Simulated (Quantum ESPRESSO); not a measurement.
Several settings converged on MgTl (P4mm, 2 atoms in the cell)

```yaml
crystal:
  lattice:
    - [3.61961, 0.00000, 0.00000]
    - [0.00000, 3.61961, 0.00000]
    - [0.00000, 0.00000, 3.61961]
  atoms:
    - { symbol: Mg, position: [0.00000, 0.00000, 0.01381] }
    - { symbol: Tl, position: [0.50000, 0.50000, 0.50000] }
```

Base method: LDA (PZ), GBRV 1.5 ultrasoft (LDA) pseudopotentials (plane waves; Quantum ESPRESSO 7.5).

Base settings: ecutwfc = 40 Ry; ecutrho = 200 Ry; occupations = smearing; smearing = gaussian; degauss = 0.0073499 Ry; potentials = {Mg: mg_lda_v1.4.uspp.F.UPF, Tl: tl_lda_v1.2.uspp.F.UPF}; K_POINTS = automatic 7 7 7 0 0 0; conv_thr = 1e-10 Ry.

The count of work is k-points × plane waves × bands × iterations; it is no time. Core times come from one kind of shared machine, to one figure; runs under 30 s give none.

**The k-point mesh at a smearing width of 0.02 eV**

In this ladder: degauss = 0.00147 Ry.

Only quantities that move along the ladder and can be compared are tabulated.

```csv
K_POINTS,free energy less the last step's (meV/atom),pressure (GPa),largest difference of a force vector from the last step's (eV/Å),count of work / last,core time / last (rough)
automatic 3 3 3 0 0 0,62.25,1.28,0.016,0.012,–
automatic 4 4 4 0 0 0,100.30,-1.81,0.006,0.033,–
automatic 5 5 5 0 0 0,2.24,-2.57,0.002,0.032,–
automatic 7 7 7 0 0 0,2.64,-3.42,0.003,0.064,–
automatic 10 10 10 0 0 0,-2.11,-2.74,0.001,0.23,0.4
automatic 15 15 15 0 0 0,1.01,-2.84,0.001,0.52,0.7
automatic 18 18 18 0 0 0,0.00,-2.76,0.000,1.0,1
```

Coarsest K_POINTS that holds the forces within 0.005 eV/Å of the last step, with all finer ones: automatic 5 5 5 0 0 0, at 0.032 of the last step's count of work; the step before is off by 0.006 eV/Å.

Coarsest K_POINTS that holds the pressure within 0.5 GPa of the last step, with all finer ones: automatic 10 10 10 0 0 0, at 0.23 of the last step's count of work and about 0.4 of the last step's time; the step before is off by 0.65 GPa.

Coarsest K_POINTS that holds the free energy within 5 meV/atom of the last step, with all finer ones: automatic 5 5 5 0 0 0, at 0.032 of the last step's count of work; the step before is off by 100 meV/atom.

**The width of Gaussian smearing**

In this ladder: K_POINTS = automatic 12 12 12 0 0 0.

Narrow widths need finer meshes than wide ones, so the last steps can hold mesh noise.

Only quantities that move along the ladder and can be compared are tabulated; pressure and forces are left out, as mesh noise rules them at narrow widths.

| degauss | free energy less the last step's (meV/atom) | energy extrapolated to zero width less the last step's (meV/atom) | core time / last (rough) |
|---|---|---|---|
| 0.073499 Ry | -96.20 | 2.31 | 0.9 |
| 0.036749 Ry | -22.07 | 1.75 | 1.0 |
| 0.02205 Ry | -6.72 | 0.79 | 1 |
| 0.0147 Ry | -2.32 | 0.29 | 0.7 |
| 0.0073499 Ry | 0.00 | 0.00 | 1 |

Widest degauss that holds the energy extrapolated to zero width within 2 meV/atom of the last step, with all finer ones: 0.036749 Ry; the step before is off by 2.3 meV/atom.

Widest degauss that holds the free energy within 5 meV/atom of the last step, with all finer ones: 0.0147 Ry; the step before is off by 6.7 meV/atom.

The extrapolation to zero width removes most of the smearing's effect on the energy.

**The SCF threshold**

The mesh stays at the base's, so the ladder's end is converged at best in this setting alone.

Only quantities that move along the ladder and can be compared are tabulated.

| conv_thr | pressure (GPa) | largest difference of a force vector from the last step's (eV/Å) | count of work / last |
|---|---|---|---|
| 0.0073 Ry | -3.96 | 0.014 | 0.27 |
| 7.3e-05 Ry | -5.32 | 0.008 | 0.36 |
| 7.3e-07 Ry | -3.93 | 0.001 | 0.45 |
| 7.3e-09 Ry | -3.39 | 0.000 | 0.64 |
| 1e-10 Ry | -3.42 | 0.000 | 0.73 |
| 7.3e-12 Ry | -3.43 | 0.000 | 0.82 |
| 7.3e-14 Ry | -3.43 | 0.000 | 1.0 |

Coarsest conv_thr that holds the forces within 0.005 eV/Å of the last step, with all finer ones: 7.3e-07 Ry; the step before is off by 0.008 eV/Å.

Coarsest conv_thr that holds the pressure within 1 GPa of the last step, with all finer ones: 7.3e-07 Ry; the step before is off by 1.9 GPa.

On the base run: the starting cell comes from a database of computed structures (which also holds hypothetical and non-ambient phases and stackings), without a prior relaxation at this level. Its lattice was rescaled by up to half a per cent. One atom was moved a little off its site on purpose. In the base run, with a pressure of about -3 GPa the cell is away from its equilibrium volume at this level.

Left out of this page: 2 runs of the series outside the window shown, repeating another row's setting, or not comparable.
